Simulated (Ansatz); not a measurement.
Troubleshooting Ansatz (a first-principles code): a failed run on Zn (P6_3/mmc, 4 atoms in the cell). The aim is a self-consistent single point with DFT, PBE, plane waves, default PAW files.

Cell that was meant: a = 2.7449 Å, b = 2.7449 Å, c = 8.8318 Å, α = 90.00°, β = 90.00°, γ = 120.00°.

Part of the input:

Ansatz 0.2 input:
```yaml
kpoints:
  mp_grid:
    grid: [11, 11, 3]
hamiltonain:
  xc: pbe
  pseudopotentials:
    kind: paw
```

Log, with long lists cut:

```
Error: YAML parse error: error: line 14 column 1: unknown field `hamiltonain`, expected one of crystal, accuracy, basis, kpoints, hamiltonian, magnetization, projection, total_charge, correlation, batch, efield, external_charges, scf, relax, neb, saddle, md, ramp, phonons, dielectric, real_time, elastic, magnetic_configurations, gw, evaluate, workflow, output, checkpoint, execution
  --> <input>:14:1
   |
12 |   mp_grid:
13 |     grid: [11, 11, 3]
14 | hamiltonain:
   | ^ unknown field `hamiltonain`, expected one of crystal, accuracy, basis, kpoints, hamiltonian, magnetization, projection, total_charge, correlation, [...]
15 |   xc: pbe
16 |   pseudopotentials:
   |
```

Problem. From the messages shown, name the fault and mend the input.

Solution. The program does not know the word hamiltonain. To fix it, write hamiltonian. The program stopped before any SCF iteration.

The sound input it was made from differs as follows (other fixes are possible):
```diff
-hamiltonain:
+hamiltonian:
```

With that input, the run converged in 6 iterations: free energy E − TS (on the zero of these files) -13276.0598 eV; Fermi level (on the code's own zero) 11.85 eV; pressure 3.21 GPa (DFT, PBE, plane waves, default PAW files).

On the sound input: the starting cell was generated: these elements placed on a structure prototype, without a prior relaxation; it need not be a known phase or ordering of this composition. Its lattice was rescaled by a random factor within 2.5 % of one. With a pressure of about 3 GPa the cell is away from its equilibrium volume at this level. Ansatz's pressure includes its estimate of the finite-basis (Pulay) stress.
